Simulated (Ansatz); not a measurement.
Amorphous Sr₁₈Ti₁₈O₅₄, 90 atoms at 4.06 g/cm³, one PBE-relaxed geometry, zone centre. Methods: PBE, scalar-relativistic without spin-orbit coupling (Ansatz, an electronic-structure program); r2SCAN, scalar-relativistic without spin-orbit coupling (Ansatz); HSE06, scalar-relativistic without spin-orbit coupling (Ansatz). Plane waves to 420 eV (r2SCAN 500 eV); exact exchange is cut at the cell's faces. At PBE the levels at both edges of the gap are localised (band-tail or defect states), and the nearest spread-out levels lie 3.4 eV apart at the zone centre. All rungs ran without spin polarisation.

It comes from a melt-quench run on a machine-learned potential (CHGNet), relaxed afterwards by DFT. O atoms were pushed apart under 1.9 Å during the dynamics, to hinder bonds among them. The hot cell started wider than the set density and was brought back towards it in steps. It is the lowest in DFT energy of 4 quenches. It is a model cell: composition and starting density were chosen by hand, and all elements were melted together. No dispersion term was used. A short ab initio anneal came between quench and relaxation. Its density started from a set value of 4.38 and ended at 4.06 g/cm³. The quench (nominally 99 K/ps over its main leg) was far faster than any real one, so the model tends to hold more defects than a real film. A cell of this size samples the disorder only roughly. The volume was free in the relaxation, at fixed shape. Stress components on the final sampling reach 1.8 GPa.

The relaxation ran on the zone centre alone. At PBE the gap between localised states is 2.61 eV on a 2×2×2 Γ-centred mesh, and the spacing at the zone centre alone 2.62 eV.

What zone-centre spacing does r2SCAN give, roughly?

2.88 eV (+0.25 eV against PBE).

What zone-centre spacing does HSE06 give, roughly?

4.11 eV (+1.48 eV against PBE).

The highest filled and the lowest empty state spread over these numbers of atoms (participation numbers): PBE: 1.6 and 5.1; r2SCAN: 1.6 and 4.9; HSE06: 1.6 and 5.8.
